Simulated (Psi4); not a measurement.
Psi4 1.11, BP86/def2-svpd: Ge(H)(F)(Br)2 ([F][GeH]([Br])[Br]), 5 atoms. The geometry is a generated start, not checked to be a minimum at this level.

```
Property                                            Result
--------------------------  ------------------------------
task                                                energy
method                                                bp86
basis                                            def2-svpd
memory                                                3 GB
maxiter                                                100
keys of the molecule block                     symmetry c1
scf_type                                      df (default)
guess                       auto, which took SAD (default)
scf_initial_accelerator                    adiis (default)
e_convergence                              1e-06 (default)
d_convergence                              1e-06 (default)
dft_radial_points                             75 (default)
dft_spherical_points                         302 (default)
basis functions                                        151
grid points                                         108875
```

```xyz
5

Ge     0.0003     0.0802     0.1196
F     -0.0936     1.3603    -1.0703
Br    -1.8712    -1.1951    -0.1432
Br     1.9124    -1.0742    -0.3371
H      0.0520     0.8288     1.4309
```

One run each on 2 threads. Values of diis_max_vecs tried: 3, 6, 10 (default), 20.

Which value of diis_max_vecs needs the fewest SCF iterations, and what happens away from it?

Fewest SCF iterations, within one of each other: 6 with 11, 10 (default) with 10, 20 with 10. The count rises to 20 at 3. All converge to one solution.

| diis_max_vecs | SCF iterations | end |
|---|---|---|
| 3 | 20 | same solution |
| 6 | 11 | same solution |
| 10 (default) | 10 | same solution |
| 20 | 10 | same solution |
